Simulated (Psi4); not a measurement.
Psi4 1.11, PBE0/def2-svp: Hf(Cl)2(OH)2(OH2) ([OH][Hf]([OH])(<-[OH2])([Cl])[Cl]), 10 atoms. The geometry is a generated start, not checked to be a minimum at this level.

```json
{
 "task": "energy",
 "method": "pbe0",
 "basis": "def2-svp",
 "memory": "3 GB",
 "maxiter": "100",
 "keys_of_the_molecule_block": "symmetry c1",
 "scf_type": "df (default)",
 "e_convergence": "1e-06 (default)",
 "d_convergence": "1e-06 (default)",
 "dft_radial_points": "75 (default)",
 "dft_spherical_points": "302 (default)",
 "effective_core_potentials": "those of the basis set, past Kr",
 "basis_functions": "130",
 "grid_points": "215462"
}
```

```xyz
10

Hf    -0.0293    -0.5102     0.2458
Cl     1.9028    -0.9904    -0.9290
Cl    -0.7847     0.3798     2.2409
O     -0.9979     0.1449    -1.2088
H     -0.8329    -0.4111    -1.9783
O     -0.7418    -2.2056     0.5266
H     -1.5017    -2.2475     1.1176
O      0.9923     1.6126     0.1716
H      0.5124     2.4064     0.4564
H      1.4807     1.8211    -0.6427
```

Charge 0 and multiplicity 1 are set for this test and not shown to be the ground state.

With the defaults (diis = true, scf_initial_accelerator = adiis, damping_percentage = 0, level_shift = 0, level_shift_cutoff = 0.01, diis_start = 1, guess = auto, which took SAD, diis_max_vecs = 10, soscf = false) it converges in 9 SCF iterations. One run each on 2 threads, with these changes:
- diis = false, scf_initial_accelerator = none, damping_percentage = 60
- soscf = true
- damping_percentage = 20
- diis_start = 4
- scf_initial_accelerator = ediis
- scf_initial_accelerator = none
- level_shift = 0.1, level_shift_cutoff = 0.001
- diis_max_vecs = 20
- guess = sadno

Which runs fail or end elsewhere than the default run?

No convergence: diis = false, scf_initial_accelerator = none, damping_percentage = 60 (the run ends without SCF convergence in 100 iterations). The rest reach the solution of the defaults.

| setting | SCF iterations | JK calls | end |
|---|---|---|---|
| soscf = true | 7 | 23 | same solution |
| the defaults | 9 | 10 | same solution |
| level_shift = 0.1, level_shift_cutoff = 0.001 | 9 | 10 | same solution |
| diis_max_vecs = 20 | 9 | 10 | same solution |
| scf_initial_accelerator = ediis | 9 | 10 | same solution |
| scf_initial_accelerator = none | 9 | 10 | same solution |
| guess = sadno | 11 | 11 | same solution |
| diis_start = 4 | 15 | 16 | same solution |
| damping_percentage = 20 | 19 | 20 | same solution |
| diis = false, scf_initial_accelerator = none, damping_percentage = 60 | 100 | 101 | no convergence |

An SOSCF iteration holds several JK calls; a Hückel guess adds calls on atoms.
